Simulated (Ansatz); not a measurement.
**GaS in the beta-GaS type structure (space group P6_3/mmc, No. 194; layered, stacked along the Cartesian z axis)**

```
GaS
1.0
    3.59064     0.00000     0.00000
   -1.79532     3.10958     0.00000
    0.00000     0.00000    15.44873
Ga S
4 4
Direct
  0.33333   0.66667   0.17077
  0.66667   0.33333   0.67077
  0.66667   0.33333   0.82923
  0.33333   0.66667   0.32923
  0.33333   0.66667   0.60035
  0.66667   0.33333   0.10035
  0.66667   0.33333   0.39965
  0.33333   0.66667   0.89965
```

All numbers come from Kohn–Sham DFT with the PBE-D3(BJ) functional, run in Ansatz (a quantum-chemistry and plane-wave program) with PAW and 420 eV plane waves, spin-orbit coupling left out. Γ-centred 11×11×3 mesh, Fermi–Dirac width 0.05 eV.

The volume per atom comes out as 21.56 Å³, the density is 3.92 g/cm³ and the band gap is 1.56 eV, indirect, Γ → M. The hole mass is 0.15 mₑ along c, 2.6 mₑ across, the lowest conduction-band minima above the VBM comes out as M (1/2, 0, 0) 1.56 eV; Γ 1.65 eV; K (1/3, 1/3, 0) 1.75 eV and the total energy is -2343.457 eV/atom (σ→0; compares only within this code and set-up).

Masses are band curvatures over ±0.01 Å⁻¹ around the edge. No phonon test of stability was made.
